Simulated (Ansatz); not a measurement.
Ansatz (an electronic-structure program) run on Sc (P1, 4 atoms in the cell): relaxation of the atoms.

Method: PBEsol, PAW files made with PBE (plane waves; Ansatz).

The change in words: atoms moved at random; scf.convergence.dr2_threshold: default (1e-07 eV) → 0.001 eV; relax: default → atoms; relax.f_tol: default → 0.03 eV/Å. Reference geometry:
```
CELL_PARAMETERS angstrom
      3.29985     0.00000     0.00000
     -1.64993     2.85775     0.00000
      0.00000     0.00000    10.61729
ATOMIC_POSITIONS crystal
  Sc 0.98893 0.98007 0.00224
  Sc 0.01735 0.00954 0.50083
  Sc 0.35750 0.70840 0.24423
  Sc 0.63623 0.30200 0.75270
```

Reference input (self-consistent single point, DFT, PBEsol, plane waves, PAW files made with PBE): kpoints.mp_grid.grid = 8 8 2; hamiltonian.xc = pbesol; hamiltonian.pseudopotentials = {kind: paw} (the program's default PAW files); scf.occupations.method = cold; scf.occupations.width = 0.136 eV. This run's input differs from it in these lines:

Ansatz 0.2 input:
```diff
@@ -7,6 +7,6 @@
   atoms:
-    - { symbol: Sc, position_ang: [-0.003641, -0.056964, 0.023761] }
-    - { symbol: Sc, position_ang: [0.041519, 0.027257, 5.317415] }
-    - { symbol: Sc, position_ang: [0.010872, 2.024436, 2.593082] }
-    - { symbol: Sc, position_ang: [1.601179, 0.863027, 7.991667] }
+    - { symbol: Sc, position_ang: [-0.015359, -0.068126, 0.011191] }
+    - { symbol: Sc, position_ang: [0.046419, 0.001166, 5.348524] }
+    - { symbol: Sc, position_ang: [0.020182, 2.042517, 2.597754] }
+    - { symbol: Sc, position_ang: [1.598686, 0.882200, 7.968447] }
 kpoints:
@@ -18,2 +18,5 @@
   occupations: { method: cold, width: 0.136 }
+  convergence: { dr2_threshold: 1.0e-03 eV }
+relax:
+  f_tol: 0.03
 output:
```

Output, abridged:

```
   [... SCF lines of the steps left out ...]
relax step   1: F+E_penalty+E_count = -8445.30382460 eV  Δ(F+E_penalty+E_count) = +0.000e0 eV  max|allowed force component| = 2.807e-1 eV/Å  Δτ_max = 0.0000 Å  (5 SCF iters, accepted)
relax step   2: F+E_penalty+E_count = -8445.33752752 eV  Δ(F+E_penalty+E_count) = -3.370e-2 eV  max|allowed force component| = 6.259e-2 eV/Å  Δτ_max = 0.1603 Å  (4 SCF iters, accepted)
relax step   3: F+E_penalty+E_count = -8445.33869846 eV  Δ(F+E_penalty+E_count) = -1.171e-3 eV  max|allowed force component| = 1.371e-2 eV/Å  Δτ_max = 0.0144 Å  (3 SCF iters, accepted)
solved again in the potential of the output density, not every published eigenvalue holds within its bar: 101 eigenvalues moved, the lowest at band 0 …
Stability not checked (fill_not_monotonic)
Free energy (F): -8445.338698 eV
Internal energy: -8445.335979 eV  (E = F + TS)
E sigma→0 (E₀):  -8445.337792 eV
Entropy (-TS):   -0.002720 eV (-0.680 meV/atom)
Fermi energy:    8.879990 eV
--- Forces (eV/Å), atoms counted from 1 ---
  atom   1  Sc     0.00057893    -0.00181185     0.01370482
   [... lines left out ...]
  atoms:
    - { symbol: Sc, position: [0.0001253934965590284, 0.0003203478813025441, -2.0111570932475875e-5] }
    - { symbol: Sc, position: [-9.64327669521028e-5, -2.7702519626112683e-5, 0.5000156105063446] }
    - { symbol: Sc, position: [0.33316518414477453, 0.6664366672170691, 0.2500171009107052] }
    - { symbol: Sc, position: [0.6668069861011577, 0.3332717371967076, 0.749985469341211] }
```

The run converged. 

Summary of the result:
* **Free energy E − TS (on the zero of these files)**: -8445.3387 eV
* **Fermi level (on the code's own zero)**: 8.88 eV
* **Pressure**: -3.08 GPa
* **Largest force (vector length)**: 0.014 eV/Å
* **Relaxation steps**: 3

The starting cell was generated: these elements placed on a structure prototype, without a prior relaxation; it need not be a known phase or ordering of this composition. Its atoms were displaced at random from the sites of space group no. 194. For this run, on top of that: atoms moved at random. Ansatz's pressure includes its estimate of the finite-basis (Pulay) stress.
